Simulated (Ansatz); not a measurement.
CsSnI$_{3}$ under load (space group Pm-3m), Ansatz (a first-principles code) with PBEsol with spin-orbit coupling, rigid bands. Condition of this run: hydrostatic pressure -2 GPa (the target of the relaxation). Band gap 0.32 eV, N_c = 7.49e17 cm⁻³ and N_v = 5.37e17 cm⁻³ at 300 K, conductivity masses of 0.120 mₑ (electrons) and 0.0878 mₑ (holes). Take k_BT = 0.02585 eV.

Task: What built-in voltage has an abrupt junction with N_A = 1e16 and N_D = 1e17 cm⁻³, all dopants ionised?

Result: V_bi = E_g/e − (k_BT/e) ln(N_c N_v/(N_A N_D)) = 0.32 − 0.02585 × 6.00 = 0.16 V, for the computed gap.

Task: What thermal injection velocity √(2k_BT/πm) limits a ballistic channel?

Result: 1.55e7 cm/s for electrons and 1.82e7 cm/s for holes, a ratio of √(m_h/m_e) = 0.855, for dilute carriers.

Task: Find the intrinsic carrier density and the intrinsic Fermi level.

Result: n_i = √(N_c N_v) exp(−E_g/2k_BT) = 6.34e17 × exp(−6.19) = 1.3e15 cm⁻³. The level lies (k_BT/2) ln(N_v/N_c) = -4 meV from mid-gap (positive towards the conduction band). Each 0.1 eV added to the gap lowers n_i by a factor of 6.9.

Rigid bands with the computed gap; masses take one relaxation time for all states.

CsSnI3 under load (space group Pm-3m): a high-temperature phase held by its symmetry.
